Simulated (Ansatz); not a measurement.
## Short convergence ladders for the (111) slab of NaAu2 (cut from a parent of space group no. 227; 12 atoms in the cell)

```
Au2Na
1.0
    5.56193     0.00000     0.00000
    2.78097     4.81677     0.00000
    0.00000     0.00000    21.37960
Au Na
8 4
Cartesian
  4.28646   0.86920   7.00000
  2.89598   1.67199   9.27060
  1.50549   0.86920   7.00000
  2.89597   3.27758   7.00000
  1.50549   2.47479  11.54131
  5.67694   3.27758  13.81188
  4.28645   2.47479  11.54131
  2.89597   0.06640  11.54131
  5.67694   3.27758   8.70299
  0.11501   0.06640   9.83829
  0.11501   0.06640  13.24430
  2.89598   1.67199  14.37960
```

Base method: PBEsol, default PAW files made with PBE (plane waves; Ansatz, a program for electronic structure).

Base settings: basis.ecutwfc = 30.9 Ry; kpoints.mp_grid.grid = 4 4 1; hamiltonian.xc = pbesol; hamiltonian.pseudopotentials = {kind: paw} (the program's default PAW files); scf.occupations.method = fermi_dirac; scf.occupations.width = 0.0073 Ry.

The count of work is k-points × plane waves × bands × iterations; it is no time. Core times come from one kind of shared machine, to one figure; runs under 30 s give none.

**The vacuum with a dipole correction**

In this ladder: efield.axis = 3; efield.dipole_correction = true.

The mesh stays at the base's, so the ladder's end is converged at best in this setting alone.

Only quantities that move along the ladder and can be compared are tabulated.

```csv
vacuum between outermost atoms (Å),largest difference of a force vector from the last step's (eV/Å),count of work / last
6.0,0.013,0.44
8.0,0.004,0.51
10.0,0.001,0.57
14.0,0.000,0.70
20.0,0.000,1.0
```

Smallest vacuum between outermost atoms (Å) that holds the forces within 0.005 eV/Å of the last step, with all finer ones: 8.0; the step before is off by 0.013 eV/Å.

**The plane-wave cutoff**

The mesh stays at the base's, so the ladder's end is converged at best in this setting alone.

Only quantities that move along the ladder and can be compared are tabulated.

| basis.ecutwfc | free energy less the last step's (meV/atom) | largest difference of a force vector from the last step's (eV/Å) | count of work / last |
|---|---|---|---|
| 15.4 Ry | 5175.53 | 0.111 | 0.14 |
| 18.4 Ry | 991.03 | 0.380 | 0.16 |
| 21.7 Ry | 116.94 | 0.017 | 0.21 |
| 26.1 Ry | 3.72 | 0.001 | 0.28 |
| 30.9 Ry | 1.00 | 0.001 | 0.36 |
| 37.1 Ry | 0.24 | 0.000 | 0.47 |
| 46.3 Ry | 0.11 | 0.000 | 0.65 |
| 61.7 Ry | 0.00 | 0.000 | 1.0 |

Coarsest basis.ecutwfc that holds the forces within 0.01 eV/Å of the last step, with all finer ones: 26.1 Ry, at 0.28 of the last step's count of work; the step before is off by 0.017 eV/Å.

Coarsest basis.ecutwfc that holds the free energy within 5 meV/atom of the last step, with all finer ones: 26.1 Ry, at 0.28 of the last step's count of work; the step before is off by 120 meV/atom.

**The depth of the relaxed slab**

On the (111) slab of NaAu2 (cut from a parent of space group no. 227; 6 atoms in the cell), and deeper slabs.

In this ladder: relax = atoms; relax.f_tol = 0.02 eV/Å.

Surface energy = (E_slab − N e_bulk)/2A, with e_bulk from the bulk crystal on its finest mesh (104 k-points); errors per atom of slab and bulk, whose meshes differ, grow with N.

The mesh stays at the base's, so the ladder's end is converged at best in this setting alone.

Only quantities that move along the ladder and can be compared are tabulated.

| atoms | surface energy (J/m²) | relaxation steps | core time / last (rough) |
|---|---|---|---|
| 6 | 0.812 | 4 | – |
| 18 | 0.779 | 5 | 0.3 |
| 24 | 0.767 | 5 | 0.7 |
| 30 | 0.735 | 6 | 1 |

Smallest size that holds the surface energy within 0.05 J/m²: not settled: the last two steps still differ by 0.032 J/m², over half the tolerance, so the ladder does not show it.

On the base run: the starting cell comes from a database of computed structures (which also holds hypothetical and non-ambient phases and stackings), without a prior relaxation at this level. The slab is cut from that crystal, and its faces are unrelaxed. Its lattice was rescaled by up to half a per cent.

Keys are those of Ansatz 0.2.
